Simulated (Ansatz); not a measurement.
System: GaO (model structure, started from the beta GaS type, P6₃/mmc, No. 194, 8 atoms in the cell). Method: LDA (plane waves, PAW; Ansatz, a quantum-chemistry and plane-wave program).

Settings: plane-wave cutoff 520 eV, 12×12×4 k mesh (along the axes of the cell as run), Fermi–Dirac smearing 0.01 eV, scalar-relativistic PAW data made under PBE.

Cell (relaxed at this level):

```yaml
crystal:
  lattice:
    - [3.05562, 0.00000, 0.00000]
    - [-1.52781, 2.64625, 0.00000]
    - [0.00000, 0.00000, 12.16582]
  atoms:
    - { symbol: Ga, position: [0.33333, 0.66667, 0.14939] }
    - { symbol: Ga, position: [0.66667, 0.33333, 0.64939] }
    - { symbol: Ga, position: [0.66667, 0.33333, 0.85061] }
    - { symbol: Ga, position: [0.33333, 0.66667, 0.35061] }
    - { symbol: O, position: [0.33333, 0.66667, 0.59257] }
    - { symbol: O, position: [0.66667, 0.33333, 0.09257] }
    - { symbol: O, position: [0.66667, 0.33333, 0.40743] }
    - { symbol: O, position: [0.33333, 0.66667, 0.90743] }
```

Problem. Estimate the band gap that the calculation returns.

Solution. 
- band gap: 0.96 eV (direct)

Note: the relaxation could raise the start's symmetry but not lower it, so the cell can be a saddle point.

Spin–orbit coupling is not included.

Static lattice: no zero-point or thermal effects.

A model structure was made by putting elements into a prototype or built by hand; it is no filed structure, need not be a known phase, and can be a saddle point held by its symmetry.
